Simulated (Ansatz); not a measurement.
Base system: BeTe in the zinc blende structure (space group F-43m, No. 216; a = 5.554 Å). Axes: x, y, z lie along the cube axes.

Method: Ansatz (a first-principles code), LDA, PAW, cutoff 420 eV, no spin-orbit coupling.

Before the change:

* **Valley order**: X along ⟨100⟩ 1.79 eV; L along ⟨111⟩ 3.18 eV
* **Volume per atom**: 21.42 Å³

It is then changed as follows: biaxial strain −3.00 %, plane normal [001], relaxed out of plane (Cartesian); in-plane vectors clamped, the third vector and the atoms free.

Question: How does this affect the valley order?

Answer: The valley order (the lowest conduction-band minima on the path, energy above the VBM, named in the base's zone) changes from X along ⟨100⟩ 1.79 eV; L along ⟨111⟩ 3.18 eV to X along [010] 1.46 eV; X along [001] 1.87 eV.

Question: What does the calculation give for the volume per atom after the change?

Answer: The volume per atom drops by 0.79 Å³ (21.42 Å³ → 20.63 Å³).

Question: Estimate the effect on the energy relative to the base.

Answer: The energy goes up by 15 meV/atom.

Spin-orbit coupling, missing from the scalar runs, can matter with Te. The levels and masses belong to the bands next to the band gap. No phonon test of stability was made.
